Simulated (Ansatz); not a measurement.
**CaO under load (space group Fm-3m): band-edge transport data**

Data:

```yaml
crystal:
  lattice:
    - [0.00000, 2.31068, 2.31068]
    - [2.31068, 0.00000, 2.31068]
    - [2.31068, 2.31068, 0.00000]
  atoms:
    - { symbol: Ca, position: [0.00000, 0.00000, 0.00000] }
    - { symbol: O, position: [0.50000, 0.50000, 0.50000] }
```

These are r2SCAN, rigid bands (plane waves, PAW, scalar-relativistic; Ansatz, an electronic-structure program) values and carry that method's errors. Condition of this run: hydrostatic pressure of 13.2 GPa (compression positive) (the target of the relaxation). Cell: cell and atoms relaxed with PBEsol, then loaded as said.

band gap: 4.14 eV
electron conductivity mass (300 K, dilute): 0.53 mₑ
hole conductivity mass (300 K, dilute): 1.24 mₑ
effective density of states N_c (300 K): 3.6e19 cm⁻³
effective density of states N_v (300 K): 1.5e20 cm⁻³
density-of-states mass, electrons: 1.26 mₑ
density-of-states mass, holes: 3.3 mₑ
Seebeck coefficient, n-type 1e19 cm⁻³, 300 K: -327 μV/K
best n-type power factor at 300 K for τ = 10 fs (best axis; densities from 1e16 to 1e21 cm⁻³ tried, whether or not they can be reached): 11.1 μW/(cm·K²) at 1e20 cm⁻³
Seebeck coefficient, p-type 1e19 cm⁻³, 300 K: 448 μV/K

Rigid bands; masses and Seebeck coefficients take one relaxation time τ for all states and one kind of carrier; polarons and phonon drag are left out. Spin-orbit coupling is left out; where it splits the top of the valence band, N_v and the p-type Seebeck coefficient come out somewhat high without it. Geometry: cell and atoms relaxed with PBEsol.
